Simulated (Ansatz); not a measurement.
System: Li (Fm-3m, No. 225, 1 atom in the cell; start mp-51; another form than the element's usual one). Method: LDA (PAW; Ansatz, a first-principles code).

Settings: plane-wave cutoff 520 eV, 22×22×22 k mesh, Fermi–Dirac smearing 0.05 eV, scalar-relativistic PAW data made under PBE.

Cell (relaxed at this level):

```
CELL_PARAMETERS angstrom
      0.00000     2.11551     2.11551
      2.11551     0.00000     2.11551
      2.11551     2.11551     0.00000
ATOMIC_POSITIONS crystal
  Li 0.00000 0.00000 0.00000
```

**Question.** Estimate the bulk modulus that the calculation returns.

**Answer.** 
- bulk modulus: 15.0 GPa

The run finds no gap.

Note: the bulk modulus is −V dP/dV from two relaxed cells at ±2 % in volume; the relaxation could not lower the start's symmetry, so the cell can be a saddle point above a distorted one.

Computed values are for the static lattice.

Cost on a shared machine: very roughly 10 core-seconds.

A start named mp-… is a Materials Project structure, which need not be a measured phase.
